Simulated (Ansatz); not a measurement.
# Rb3InF6, element substitutions

The parent structure is Rb3InF6 (space group Fm-3m, No. 225; a = 9.359 Å; a cell from a computed database, its experimental status unchecked).

Each row replaces one element on all its sites; cell and atoms are relaxed.

Computed with plane-wave PAW DFT at the r2SCAN level (Ansatz, a quantum-chemistry and plane-wave program, 500 eV), spin-orbit coupling left out.

| change | band gap | electron mass | lattice parameter a | width of the top valence band |
|---|---|---|---|---|
| base | 5.99 eV | 0.51 mₑ (at Γ) | 9.359 Å | 0.31 eV |
| In → Al | 7.22 eV | 0.49 mₑ (at Γ) | 8.865 Å | 0.07 eV |
| In → Ga | 6.85 eV | 0.49 mₑ (at Γ) | 9.007 Å | 0.08 eV |
| F → Cl | ___ | ___ | ___ | ___ |

Task: What belongs in the blanks?

Result: 
- F → Cl, band gap: 4.43 eV
- F → Cl, electron mass: 0.50 mₑ (at Γ)
- F → Cl, lattice parameter a: 11.127 Å
- F → Cl, width of the top valence band: 0.15 eV

Masses are band curvatures over ±0.01 Å⁻¹ around the edge. Whether these cells are dynamically stable was not tested. For Rb3AlF6, Rb3GaF6 and Rb3InCl6 in this form, whether it has been made was not checked.
